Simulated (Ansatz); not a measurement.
Consider CdTe in the zinc blende structure (space group F-43m, No. 216; a = 6.489 Å).

One thing is altered: a hydrostatic pressure of 3 GPa.

Levels (all Ansatz, a quantum-chemistry and plane-wave program, PAW): PBEsol (420 eV, spin-orbit coupling left out); r2SCAN (500 eV, no spin-orbit coupling); HSE06 (420 eV, spin-orbit coupling left out).

At the geometry relaxed with PBEsol, these levels gave the following band gaps, in shuffled order: (a) 0.83 eV, (b) 1.47 eV, (c) 1.84 eV.

Q: Match each gap to its level.

A: (a) PBEsol; (b) r2SCAN; (c) HSE06.

Single points use the geometry relaxed with PBEsol. With Te present, leaving out spin-orbit coupling can change the band edges. Load acts through the strain it causes; cell and atoms are relaxed under it. Stability against distortions was not tested. Tetrahedral semiconductors of this kind turn to denser phases somewhere between about 1 and 50 GPa; those were not computed, so compressed cells here can lie past the real transition.
